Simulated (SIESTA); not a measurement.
A self-consistent single point of PtS₂ (P-3m1, 3 atoms in the cell) with SIESTA.

Computed with LDA PW92, numerical atomic orbitals DZP, PseudoDojo LDA standard norm-conserving potentials (rewritten from UPF to PSML) run with SIESTA 5.4.2.

```
PtS2
1.0
    1.79106    -3.10221     0.00000
    1.79106     3.10221     0.00000
    0.00000     0.00000     5.09998
Pt S
1 2
Cartesian
  0.00000   0.00000   0.00000
  1.79106   1.03407   1.17299
  1.79106  -1.03407   3.92698
```

Reference input (self-consistent single point, DFT, GGA PBE, numerical atomic orbitals DZP, PseudoDojo PBE standard norm-conserving potentials (rewritten from UPF to PSML)): XC.functional = GGA; XC.authors = PBE; potentials = PseudoDojo PBE standard; PAO.BasisSize = DZP; PAO.EnergyShift = 0.005 Ry; MeshCutoff = 300 Ry; kgrid.MonkhorstPack = 6 6 4; OccupationFunction = FD; ElectronicTemperature = 0.02 eV; MaxSCFIterations = 150; SCF.Mixer.Method = Pulay; SCF.Mixer.Weight = 0.25. This run's input differs from it in these lines:

```diff
@@ -1,2 +1,2 @@
-# files in the folder: Pt.psml S.psml (PseudoDojo PBE standard)
+# files in the folder: Pt.psml S.psml (PseudoDojo LDA standard)
 SystemName  PtS2
@@ -23,4 +23,4 @@
 
-XC.functional                GGA
-XC.authors                   PBE
+XC.functional                LDA
+XC.authors                   PW92
 PAO.BasisSize                DZP
```

Output, abridged:

```
        iscf     Eharris(eV)        E_KS(eV)     FreeEng(eV)     dDmax    Ef(eV) dHmax(eV)
   scf:    1    -4098.679913    -4141.661653    -4141.661653  0.800947 -2.328368 24.110690
   scf:    2    -4156.901800    -4157.442116    -4157.442116  0.715109 -3.817242  2.498849
   scf:    3    -4157.913109    -4157.803275    -4157.803275  0.054844 -3.820137  0.449312
   scf:    4    -4157.840886    -4157.826033    -4157.826033  0.050632 -3.925512  0.143906
   scf:    5    -4157.827893    -4157.827435    -4157.827435  0.013646 -3.971719  0.075715
   scf:    6    -4157.827632    -4157.827545    -4157.827545  0.000619 -3.970950  0.045362
   scf:    7    -4157.827644    -4157.827618    -4157.827618  0.001392 -3.970601  0.005493
   scf:    8    -4157.827619    -4157.827619    -4157.827619  0.000090 -3.970871  0.003896
   scf:    9    -4157.827619    -4157.827619    -4157.827619  0.000105 -3.971282  0.000463
   scf:   10    -4157.827619    -4157.827619    -4157.827619  0.000013 -3.971244  0.000024
SCF Convergence by DM+H criterion
max |DM_out - DM_in|         :     0.0000128129
max |H_out - H_in|      (eV) :     0.0000243058
SCF cycle converged after 10 iterations

Using DM_out to compute the final energy and forces

siesta: E_KS(eV) =            -4157.8276

siesta: E_KS - E_eggbox =     -4157.8276

siesta: Atomic forces (eV/Ang):
     1    0.000000    0.000000   -0.000000
     2    0.000000   -0.000001    0.698102
     3    0.000000    0.000001   -0.698102
   Tot    0.000000    0.000000   -0.000000
   Max    0.698102
   Res    0.329088    sqrt( Sum f_i^2 / 3N )
   Max    0.698102    constrained

Stress tensor Voigt[x,y,z,yz,xz,xy] (kbar):        7.71        7.71      -10.15        0.00       -0.00       -0.00
(Free)E + p*V (eV/cell)    -4157.8897
Target enthalpy (eV/cell)    -4157.8276

   [... lines left out ...]
siesta: FreeEng =     -4157.827619
   [... lines left out ...]
siesta:     0.004812   -0.000000   -0.000000
siesta:    -0.000000    0.004812    0.000000
siesta:    -0.000000    0.000000   -0.006338

siesta: Cell volume =         56.673556 Ang**3

siesta: Pressure (static):
siesta:                Solid            Molecule  Units
siesta:          -0.00001193          0.00011123  Ry/Bohr**3
siesta:          -0.00109534          0.01021250  eV/Ang**3
siesta:          -1.75492095         16.36222198  kBar
```

The run converged in 10 iterations. Against the reference run the pressure goes from 7.50 to -0.18 GPa, the largest force goes from 1.131 to 0.698 eV/Å and the gap on the mesh goes from 0.790 to 0.702 eV.

The starting cell has typed, rounded lattice constants, without a prior relaxation at this level. Its lattice was rescaled by a random factor within 2.5 % of one. Spin-orbit coupling is off. Values carry the incompleteness of an atom-centred basis.
